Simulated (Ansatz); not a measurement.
Consider CuCl in the zinc blende structure (space group F-43m, No. 216; a = 5.290 Å).

Structures relaxed with plane-wave PAW DFT at the PBEsol level (Ansatz, an electronic-structure program, 420 eV), spin-orbit coupling left out.

Base:

Simulated powder pattern, Cu Kα, λ = 1.54184 Å (kinematic, ideal powder, no thermal factors, no anomalous dispersion; the 10 strongest lines at most, above 2 %, up to 2θ = 90°):

```csv
2θ (°),I/Imax (%),hkl
29.24,100,(111)
33.89,9.3,(200)
48.69,60,(220)
57.81,39,(311)
60.64,2.4,(222)
71.32,8.7,(400)
78.88,14,(331)
81.35,2.6,(420)
```

One thing is altered: Fe takes the place of Cu on all its sites; the structure is relaxed again.

After the change:

Simulated powder pattern, Cu Kα, λ = 1.54184 Å (kinematic, ideal powder, no thermal factors, no anomalous dispersion; the 10 strongest lines at most, above 2 %, up to 2θ = 90°):

```json
[
 {"2θ (°)": "29.65", "I/Imax (%)": "100", "hkl": "(111)"},
 {"2θ (°)": "34.37", "I/Imax (%)": "5.7", "hkl": "(200)"},
 {"2θ (°)": "49.39", "I/Imax (%)": "60", "hkl": "(220)"},
 {"2θ (°)": "58.67", "I/Imax (%)": "37", "hkl": "(311)"},
 {"2θ (°)": "72.44", "I/Imax (%)": "8.6", "hkl": "(400)"},
 {"2θ (°)": "80.16", "I/Imax (%)": "14", "hkl": "(331)"}
]
```

The indices refer to each structure's own conventional cell; one index is shown for lines that coincide.

Stability against distortions was not tested. As relaxed here, FeCl is a hypothetical phase, not in the database extracts checked. No Hubbard U is applied and the magnetic state is the run's own (FeCl ferromagnetic); small cells can't hold the antiferromagnetic order that many such compounds have, so gaps and moments can be off. Spin-polarised in the final run: FeCl; the other runs are not.
